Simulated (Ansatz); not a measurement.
An Ansatz (a program for electronic structure) input (DFT with PBEsol-D3(BJ), PAW potentials and a 420 eV plane-wave cutoff in Ansatz, spin-orbit coupling left out):

Ansatz 0.2 input:
```yaml
crystal:
  lattice:
    - [4.1527027966, 0, 0]
    - [-2.0763513983, 3.5963461162, 0]
    - [0, 0, 6.6163516442]
  atoms:
    - { symbol: Cd, position: [0, 0, 0] }
    - { symbol: I, position: [0.6666666667, 0.3333333333, 0.2611943614] }
    - { symbol: I, position: [0.3333333333, 0.6666666667, 0.7388056386] }
basis: { ecutwfc: 420, ecutrho_ratio: 4, xc_grid: 2, fft_grid_basis: typed }
kpoints: { mp_grid: { grid: [9, 9, 5] } }
hamiltonian:
  xc: pbesol
  dispersion: d3bj
  pseudopotentials: { kind: paw }
scf: { occupations: { method: fermi_dirac, width: 0.05 }, convergence: { dr2_threshold: 0.0000000003 } }
relax: { f_tol: 0.005, max_steps: 50 }
output: { forces: true, stress: true }
checkpoint: { write: state.ck, write_every: 1000 }
```

Q: Which symmetry and how many k-points will the program report, and about how many plane waves at Γ?

A: Space group P-3m1 (ITA 164) with 12 operations, k-points 50 of 405, and 1913 plane waves at Γ.

The cells carry an imposed strain or load. Whether these cells are dynamically stable was not tested. The cell was made from CdI₂ in the CdI2 type structure (space group P-3m1, No. 164; layered, stacked along the Cartesian z axis) by this change: uniaxial strain ε_zz = +1.00 %.
